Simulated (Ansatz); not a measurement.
## C under a change: 1 layer

The parent structure is C in the graphite type structure (space group P6_3/mmc, No. 194; a = 2.458 Å, c = 6.565 Å; layered, stacked along the Cartesian z axis).

The change: a free-standing slab of 1 layer (2 atoms, 2 a layer) is cut normal to the stacking axis, with 15 Å of vacuum and the in-plane cell relaxed.

Level of theory: Kohn–Sham DFT with the PBEsol-D3(BJ) functional, run in Ansatz (a program for electronic structure) with PAW and 420 eV plane waves, spin-orbit coupling left out, earlier PAW set. k-mesh 15×15×1 (Γ-centred); smearing 0.05 eV (Fermi–Dirac), for the changed cell.

The layer's space group (with vacuum) is P6/mmm (No. 191) and the shortest interatomic distance remains 1.419 Å. The band gap remains zero and the excess energy per area of both faces (slab less bulk energy over the cell's area: twice a surface energy) comes out as 0.4 J/m² (uncertain by up to 0.06 J/m²). The in-plane lattice parameter a is still 2.458 Å.

Cost of the whole job for the changed cell (relaxation, final SCF and bands): about 7 core-seconds (a rough figure).

The excess energy carries the mismatch between the slab's and the bulk's meshes. Stability against distortions was not tested.
